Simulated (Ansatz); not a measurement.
# Al2Pt, thickness series

Base system: Al₂Pt (space group Fm-3m, No. 225; a = 5.8961 Å). Axes: x, y, z lie along the cube axes.

Free-standing slabs (3 atom(s) a layer) normal to [111] with 15 Å of vacuum; in-plane cell held at bulk.

Method: plane-wave PAW DFT at the PBEsol level (Ansatz, an electronic-structure program, 420 eV), without spin-orbit coupling.

Notes on the quantities. excess energy per area of both faces: slab less bulk energy over the cell's area: twice a surface energy; uncertain by up to 0.2 J/m².

| case | excess energy per area of both faces | change of the spacing d12 from its bulk value of 0.851 Å | shortest interatomic distance | thickness between the outermost nuclei | change of the spacing d23 from its bulk value of 0.851 Å |
|---|---|---|---|---|---|
| base | – | – | 4.825 bohr | – | – |
| 1 layer | – | -30.5 % | 4.684 bohr | 1.18 Å | – |
| 2 layers | 2.7 J/m² | -27.0 % | 4.698 bohr | 4.55 Å | -5.6 % |
| 3 layers | 2.6 J/m² | -26.2 % | 4.701 bohr | 7.97 Å | -5.2 % |
| 4 layers | 2.6 J/m² | -29.2 % | 4.689 bohr | 11.34 Å | -3.2 % |
| 5 layers | 2.6 J/m² | -28.0 % | 4.694 bohr | 14.74 Å | -5.3 % |
| 6 layers | 2.6 J/m² | -25.3 % | 4.705 bohr | 18.24 Å | -3.5 % |

The excess energy carries the mismatch between the slab's and the bulk's meshes. Stability against distortions was not tested. The final runs are not spin-polarised.
